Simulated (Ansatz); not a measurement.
Inside the gap of an insulator the Bloch states are evanescent, with a wavenumber k + iκ along the transport direction.

Consider the following.

```
CELL_PARAMETERS angstrom
      3.78254     0.00000     0.00000
      0.00000     3.78254     0.00000
      1.89127    -1.89127     4.80751
ATOMIC_POSITIONS crystal
  Ti 0.00000 0.00000 0.00000
  Ti 0.25000 0.25000 0.50000
  O  0.04285 0.45715 0.91430
  O  0.79285 0.20715 0.41430
  O  0.20715 0.79285 0.58570
  O  0.45715 0.04285 0.08570
```

The cell is taken as given; by PBEsol it stands under a pressure of -2.7 GPa.

Transport runs along the normal of the first two printed cell vectors, the (001) plane of the conventional cell.

The gap is the functional's own, uncorrected, and κ follows it; spin-orbit coupling is left out. Mid-gap means the computed energy nearest the middle.

Question: Estimate the band gap and the smallest decay constant κ at mid-gap that PBEsol (Ansatz, a first-principles code) returns for this system.

Answer: Gap 2.13 eV on a 8×8×8 mesh; κ = 0.374 1/Å, at (0.500, 0.500) of the in-plane reciprocal vectors. At the zone centre the slowest state has κ = 0.45 1/Å.
